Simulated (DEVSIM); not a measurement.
Device: Al/SiON/p-InP capacitor, at 300 K.

| layer (left to right) | material | thickness (nm) | Na (cm⁻³) |
|---|---|---|---|
| 1 | SiON | 3.10 | - |
| 2 | InP | 11000 | 3e15 |

Metal gate on the left, work function 4.1 eV. Fixed charge at the semiconductor interface 4.9e11 cm⁻² (in units of +e); no interface traps.

The device is made up for the run: typed textbook-type constants, with dimensions and the other settings drawn at random. Values at 300 K.

| parameter | SiON | InP |
|---|---|---|
| gap (eV) | 7 | 1.344 |
| affinity (eV) | 1.4 | 4.38 |
| permittivity | 5.5 | 12.5 |
| Nc (cm⁻³) | - | 5.7e17 |
| Nv (cm⁻³) | - | 1.1e19 |

Simulated with DEVSIM: 1D Poisson equation in equilibrium, Boltzmann statistics, complete ionisation; no quantum confinement or tunnelling. Metal contacts follow the ideal Schottky-Mott rule: no Fermi-level pinning, no interface dipoles.

The substrate doping was swept, all else fixed.

| substrate doping (cm^-3) | minimum of the low-frequency capacitance (μF/cm²) | flat-band voltage (V) | threshold voltage (band bending 2φF) (V) |
|---|---|---|---|
| 1.5e14 | 0.00450 | -1.38 | -0.54 |
| 3e14 | 0.00611 | -1.40 | -0.52 |
| 6e14 | 0.00835 | -1.42 | -0.50 |
| 1.5e15 | 0.0128 | -1.44 | -0.47 |
| 3e15 | 0.0179 | -1.46 | -0.45 |
| 6e15 | 0.0247 | -1.48 | -0.42 |

From the first row to the last the minimum of the low-frequency capacitance goes from 0.00450 to 0.0247. From the first row to the last the flat-band voltage goes from -1.38 to -1.48.
